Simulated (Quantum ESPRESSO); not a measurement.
**Short convergence ladders for Ag (Fm-3m, 1 atom in the cell)**

```
Ag
1.0
    0.00000     2.05523     2.05523
    2.05523     0.00000     2.05523
    2.05523     2.05523     0.00000
Ag
1
Direct
  0.00000   0.00000   0.00000
```

Base method: PBE, SSSP 1.1.2 efficiency (PBE) pseudopotentials (plane waves; Quantum ESPRESSO 7.5).

Base settings: ecutwfc = 60 Ry; occupations = smearing; smearing = fd; degauss = 0.0073499 Ry; potentials = {Ag: Ag_ONCV_PBE-1.0.oncvpsp.upf}; K_POINTS = automatic 14 14 14 0 0 0; conv_thr = 1e-10 Ry.

The count of work is k-points × plane waves × bands × iterations; it is no time. Core times come from one kind of shared machine, to one figure; runs under 30 s give none.

**The k-point mesh at a smearing width of 0.02 eV**

In this ladder: degauss = 0.00147 Ry.

Only quantities that move along the ladder and can be compared are tabulated.

| K_POINTS | free energy less the last step's (meV/atom) | pressure (GPa) | count of work / last | core time / last (rough) |
|---|---|---|---|---|
| automatic 5 5 5 0 0 0 | -117.97 | 1.60 | 0.010 | – |
| automatic 6 6 6 0 0 0 | 69.77 | 3.16 | 0.015 | – |
| automatic 7 7 7 0 0 0 | -49.39 | 2.10 | 0.018 | – |
| automatic 9 9 9 0 0 0 | -17.76 | 2.28 | 0.028 | – |
| automatic 10 10 10 0 0 0 | 13.84 | 2.78 | 0.054 | – |
| automatic 12 12 12 0 0 0 | 5.26 | 2.70 | 0.074 | – |
| automatic 15 15 15 0 0 0 | 4.54 | 2.39 | 0.12 | 0.1 |
| automatic 22 22 22 0 0 0 | -1.89 | 2.50 | 0.34 | 0.4 |
| automatic 33 33 33 0 0 0 | 0.00 | 2.47 | 1.0 | 1 |

Coarsest K_POINTS that holds the pressure within 0.5 GPa of the last step, with all finer ones: automatic 7 7 7 0 0 0, at 0.018 of the last step's count of work; the step before is off by 0.69 GPa.

Coarsest K_POINTS that holds the free energy within 1 meV/atom: not settled: the last two steps still differ by 1.9 meV/atom, over half the tolerance, so the ladder does not show it.

**The width of Fermi-Dirac smearing**

In this ladder: K_POINTS = automatic 23 23 23 0 0 0.

Narrow widths need finer meshes than wide ones, so the last steps can hold mesh noise.

Only quantities that move along the ladder and can be compared are tabulated; pressure and forces are left out, as mesh noise rules them at narrow widths.

| degauss | free energy less the last step's (meV/atom) | energy extrapolated to zero width less the last step's (meV/atom) | core time / last (rough) |
|---|---|---|---|
| 0.073499 Ry | -544.79 | 129.02 | 1 |
| 0.036749 Ry | -110.47 | 2.48 | 2 |
| 0.02205 Ry | -40.00 | -2.54 | 1 |
| 0.0147 Ry | -18.13 | -1.81 | 0.7 |
| 0.0073499 Ry | -4.12 | -0.50 | 0.8 |
| 0.0036749 Ry | 0.00 | 0.00 | 1 |

Widest degauss that holds the energy extrapolated to zero width within 1 meV/atom of the last step, with all finer ones: 0.0073499 Ry; the step before is off by 1.8 meV/atom.

Widest degauss that holds the free energy within 5 meV/atom: not settled: the last two steps still differ by 4.1 meV/atom, over half the tolerance, so the ladder does not show it.

The extrapolation to zero width removes most of the smearing's effect on the energy.

**The width of cold smearing**

In this ladder: smearing = cold; K_POINTS = automatic 23 23 23 0 0 0.

Narrow widths need finer meshes than wide ones, so the last steps can hold mesh noise.

Only quantities that move along the ladder and can be compared are tabulated; pressure and forces are left out, as mesh noise rules them at narrow widths.

| degauss | free energy less the last step's (meV/atom) | core time / last (rough) |
|---|---|---|
| 0.073499 Ry | -4.95 | 0.8 |
| 0.036749 Ry | -2.56 | 1 |
| 0.02205 Ry | -1.21 | 0.5 |
| 0.0147 Ry | -0.37 | 0.7 |
| 0.0073499 Ry | 0.04 | 0.7 |
| 0.0036749 Ry | 0.00 | 1 |

Widest degauss that holds the free energy within 2 meV/atom of the last step, with all finer ones: 0.02205 Ry; the step before is off by 2.6 meV/atom.

On the base run: the starting cell has typed, rounded lattice constants, without a prior relaxation at this level. Its lattice was rescaled by up to half a per cent.

Left out of this page: 4 runs of the series outside the window shown, repeating another row's setting, or not comparable.
